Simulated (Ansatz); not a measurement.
```
CELL_PARAMETERS angstrom
      0.00000     2.67390     2.67390
      2.67390     0.00000     2.67390
      2.67390     2.67390     0.00000
ATOMIC_POSITIONS crystal
  Na 0.00000 0.00000 0.00000
  Cl 0.50000 0.50000 0.50000
```

No spin polarisation.

Level of theory: PBEsol (Ansatz, a quantum-chemistry and plane-wave program, PAW, scalar-relativistic without spin-orbit coupling). k-mesh 10×10×10 (Γ-centred); smearing 0.05 eV (Fermi–Dirac).

Predict the width of the top valence band, electron mass, band gap and gap character.


```json
{
 "width_of_the_top_valence_band": "1.01 eV",
 "electron_mass": "0.37 mₑ (at Γ)",
 "band_gap": "5.60 eV",
 "gap_character": "direct at Γ"
}
```

Load acts through the strain it causes; cell and atoms are relaxed under it. Effective masses come from finite differences of ±0.01 Å⁻¹. Whether these cells are dynamically stable was not tested. No other phases were tried under pressure. The cell was made from NaCl in the rock salt structure (space group Fm-3m, No. 225) by this change: pressure 5 GPa.
